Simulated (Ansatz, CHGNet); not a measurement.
# Al2Cu (I4/mcm, No. 140): properties by level of theory

```
level (code)            lattice parameter a (Å)  lattice parameter c (Å)
----------------------  -----------------------  -----------------------
CHGNet-r²SCAN (CHGNet)                    5.920                    4.970
LDA (Ansatz)                                  ?                        ?
BLYP (Ansatz)                                 ?                    4.982
rVV10 (Ansatz)                            6.064                    4.886
r²SCAN (Ansatz)                           5.997                        ?
HSE06 (Ansatz)                            6.067                    4.815
```

Q: Some entries are withheld; supply them.

A: 
- LDA (Ansatz, a first-principles code), lattice parameter a (Å): 5.939
- LDA (Ansatz), lattice parameter c (Å): 4.776
- BLYP (Ansatz), lattice parameter a (Å): 6.135
- r²SCAN (Ansatz), lattice parameter c (Å): 4.804

Caveats: hybrids on metals are sensitive to the k mesh and can open a false gap (HSE06). Ansatz's density-functional and Hartree–Fock values are scalar-relativistic unless marked +SOC, with PAW data made under PBE.

The computed numbers hold no vibrational or temperature effects.
